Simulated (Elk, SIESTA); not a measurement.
A SIESTA input for a self-consistent single point of NbC (Fm-3m, 2 atoms in the cell) (DFT, GGA PBE with spin-orbit coupling, numerical atomic orbitals DZP, PseudoDojo PBE fully relativistic norm-conserving potentials (rewritten from UPF to PSML)):

```
# files in the folder: Nb.psml C.psml (PseudoDojo PBE fully relativistic)
SystemName  NbC
SystemLabel siesta

NumberOfAtoms                2
NumberOfSpecies              2
%block ChemicalSpeciesLabel
  1 41 Nb
  2 6 C
%endblock ChemicalSpeciesLabel
LatticeConstant              1.0 Ang
%block LatticeVectors
     0.000000000    2.226320000    2.226320000
     2.226320000    0.000000000    2.226320000
     2.226320000    2.226320000    0.000000000
%endblock LatticeVectors
AtomicCoordinatesFormat      ScaledCartesian
%block AtomicCoordinatesAndAtomicSpecies
     0.000000000    0.000000000    0.000000000  1
     2.226320000    2.226320000    2.226320000  2
%endblock AtomicCoordinatesAndAtomicSpecies

XC.functional                GGA
XC.authors                   PBE
PAO.BasisSize                DZP
PAO.EnergyShift              0.01 Ry
MeshCutoff                   350 Ry
%block kgrid.MonkhorstPack
   10   0   0  0.0
    0  10   0  0.0
    0   0  10  0.0
%endblock kgrid.MonkhorstPack
OccupationFunction           MP
OccupationMPOrder            0
ElectronicTemperature        1160.45 K
Spin                         spin-orbit
%block DM.InitSpin
  1 0.00 0.00 0.00
  2 0.00 0.00 0.00
%endblock DM.InitSpin

MaxSCFIterations             150
SCF.Mixer.Method             Pulay
SCF.Mixer.Weight             0.2
SCF.Mixer.History            6
SCF.DM.Tolerance             1.0E-04
Diag.ParallelOverK           true
WriteForces                  true
```

Write the same calculation as an input for Elk.

This is the input that was run; spellings and numerical settings could be chosen otherwise.

```
tasks
  0

xctype
  20

spinorb
  .true.

rgkmax
  7.5

gmaxvr
  16.0

nxlo
  2

lorbcnd
  .true.

rmtscf
  0.89

lmaxi
  2

nempty
  10

stype
  0

swidth
  0.00367493

maxscl
  100

scale
  5.949787469

avec
    0.0000000000    0.7071067812    0.7071067812
    0.7071067812    0.0000000000    0.7071067812
    0.7071067812    0.7071067812    0.0000000000

atoms
  2
  'Nb.in'
  1
  0.0000000000  0.0000000000  0.0000000000    0.0 0.0 0.0
  'C.in'
  1
  0.5000000000  0.5000000000  0.5000000000    0.0 0.0 0.0

ngridk
  10 10 10
```

Basis, cutoffs, solver keys and any potentials are the target program's own. This input uses DFT, PBE, spin-orbit coupling in second variation, all-electron FP-LAPW, Elk's shipped species files, APW+lo basis with extra local orbitals. Both were run: size of the net moment 0.00 μB/atom in SIESTA and 0.00 in Elk.

On Elk: the starting cell comes from a database of computed structures (which also holds hypothetical and non-ambient phases and stackings), without a prior relaxation at this level. Its lattice was rescaled by a random factor within 2.5 % of one. Values depend on the basis (sphere radii, cutoffs, local orbitals), which need not be converged.

On SIESTA: the starting cell comes from a database of computed structures (which also holds hypothetical and non-ambient phases and stackings), without a prior relaxation at this level. Its lattice was rescaled by a random factor within 2.5 % of one. Values carry the incompleteness of an atom-centred basis. With a pressure of about 9 GPa the cell is away from its equilibrium volume at this level.
